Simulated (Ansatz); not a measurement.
Ansatz (a program for electronic structure), DFT, PBE, plane waves, its default PAW files: fcc Cu, atoms displaced, 4 atoms. Basis and mesh were picked for this test and aren't claimed converged.

Ansatz 0.2 input:
```yaml
crystal:
  lattice:
    - [3.615, 0.0, 0.0]
    - [0.0, 3.615, 0.0]
    - [0.0, 0.0, 3.615]
  atoms:
    - { symbol: Cu, position: [0.004751, 0.999414, 0.001307] }
    - { symbol: Cu, position: [0.996967, 0.500822, 0.510135] }
    - { symbol: Cu, position: [0.510636, 0.006328, 0.50275] }
    - { symbol: Cu, position: [0.499845, 0.50071, 0.0011] }
kpoints:
  mp_grid: { grid: [10, 10, 10] }
hamiltonian:
  xc: pbe
  pseudopotentials: { kind: paw }
scf:
  occupations: { method: fermi_dirac, width: 0.1 }
output:
  forces: true
```

The program reports k-points after symmetry: 504, bands at the start: 43, electrons: 76, plane waves at Γ: 925, cutoff (eV): 420, FFT grid: 25×25×25, symmetry operations: 1.

It runs on a single node (Arm Neoverse V2, 96 cores on 1 socket, no SMT, 1 L3 cache group).

Wall times, medians of two to five repeats, each run alone on the node (launch to exit). Processes are pinned to neighbouring cores unless said otherwise. The times hold for this build (release build for Arm (Neoverse V2), one process with threads). Scratch files lie in a memory file system.

Started as
```bash
OMP_NUM_THREADS=64 ANSATZ_TIMINGS=1 ansatz run --backend cpu --threads 64 --max-ram 200GiB --events-out run.ndjson --runs-dir run.runs --progress --plain run.yaml
```
(64 threads, scf.eigensolver.kind = auto (default), scf.eigensolver.cushion = auto (default)) it takes 1.8 s and 288984 applications of H to a band.

Task: How long does it take after this change: scf.eigensolver.kind = davidson, scf.eigensolver.cushion = true?

Result: About 3.3 s (3 runs within 1 %): 1.8× as long. The largest move is in band solves (diag): 1.1 s to 2.5 s. The band solves carry the change: the iterations make 284873 against 448324 applications of H to a band, at 0.0039 against 0.0057 ms of diag time each. What the program resolved moves too: band solver from band_cg to davidson. Applications of H to a band go from 288984 to 502440. Change in the result: energy under 0.001 meV/atom, forces (largest component) 0.0013 meV/Å.
